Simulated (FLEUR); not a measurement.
Worked example: self-consistent single point of Mo (Im-3m, 1 atom in the cell) in FLEUR.

Computed with FLEUR with LDA (Vosko-Wilk-Nusair), all-electron FLAPW (FLEUR), scalar-relativistic valence.

```
CELL_PARAMETERS angstrom
     -1.60820     1.60820     1.60820
      1.60820    -1.60820     1.60820
      1.60820     1.60820    -1.60820
ATOMIC_POSITIONS crystal
  Mo 0.00000 0.00000 0.00000
```

Reference input (self-consistent single point, DFT, LDA (Vosko-Wilk-Nusair), all-electron FLAPW (FLEUR), scalar-relativistic valence): Kmax = 4.1 1/bohr; GmaxXC = 16.4 1/bohr; xcFunctional = vwn; jspins = 1; l_soc = F; mode = hist; fermiSmearingEnergy = 0.00183747 Htr; mesh (inpgen div1-3) = 12 12 12; inpgen gamma flag = false; Gmax = 16.4 1/bohr; numbands = 0; maxIterBroyd = 25. This run's input differs from it in these lines:

```diff
@@ -23,3 +23,3 @@
    <calculationSetup>
-      <cutoffs Kmax="4.1" Gmax="16.4" GmaxXC="16.4" numbands="0"/>
+      <cutoffs Kmax="3.43" Gmax="13.7" GmaxXC="13.7" numbands="0"/>
       <scfLoop itmax="100" minDistance="0.00001" maxIterBroyd="25" imix="Anderson" alpha="0.05" precondParam="0.0" spinf="2.0"/>
```

Log, with long lists cut:

```
 Iteration:     1   Distance:      17.51294157 me/bohr^3
 Iteration:     2   Distance:      15.90758905 me/bohr^3
 Iteration:     3   Distance:       5.99166584 me/bohr^3
 Iteration:     4   Distance:       2.73423085 me/bohr^3
 Iteration:     5   Distance:       1.11332369 me/bohr^3
   [... 3 lines left out ...]
 Iteration:     9   Distance:       0.00624762 me/bohr^3
 Iteration:    10   Distance:       0.00036239 me/bohr^3
 Iteration:    11   Distance:       0.00010470 me/bohr^3
 Iteration:    12   Distance:       0.00000625 me/bohr^3
 Run finished successfully
 Stop message:
   Structural relaxation: Done

[file out, last iteration]
             iter=     13
[...]
          total density-effective poten   -6.5925799855E+03
          total charge density-energy d   -1.1966976916E+02
 Updated energy parameters for spin:           1
[...]
 fermi energy and band-weighting factors:

[...]
FERMIE:
          first approx. to ef    (T=0)  :   0.505686 htr   (energy of the highest occ. eigenvalue)
          number of occ. states  (T=0)  :        478
          first approx. to seigv (T=0)  :  -5.792652 htr
          sum of weights of occ. states :   7.003472
          sum of semicore charge        :   0.000000 e
FERHIS:  Fermi-Energy by histogram:
          bandgap                     :   0.001324 htr
   [... lines left out ...]
          charge neutrality (T=0)     :   0.006944    (zero if the highest occ. eigenvalue is "entirely" occupied)
     EF_NEWTON:  Adjust Fermi-Energy by Newton-Method.
 Direct bandgap for spin            1 :    1.5892001181134818E-002  Htr
   [... lines left out ...]
 ---->    (input%tkb*entropy) TS=              0.0003049947 htr
 ---->    free energy=                     -4045.4450932067 htr
      extrapolation for T->0
 ---->    total electron energy=           -4045.4449407093 htr
 ***** TOTAL FORCES ON ATOMS *****
 TOTAL FORCE FOR ATOM TYPE=  1  X=  0.000   Y=  0.000   Z=  0.000
                       FX_TOT= 0.000000 FY_TOT= 0.000000 FZ_TOT= 0.000000
 Structural relaxation: Done
```

The run converged in 12 iterations. FLEUR gives forces in its relaxation mode, with a further iteration, so its stop message speaks of a relaxation. Against the reference run the free energy goes up by 69.9 meV/atom.

The starting cell comes from a database of computed structures (which also holds hypothetical and non-ambient phases and stackings), without a prior relaxation at this level. Its lattice was rescaled by a random factor within 2.5 % of one. Spin polarisation is off. Values depend on the basis (sphere radii, cutoffs, local orbitals), which need not be converged. The log's line on a gap gives a spacing of levels on this mesh, which the program prints for metals too.
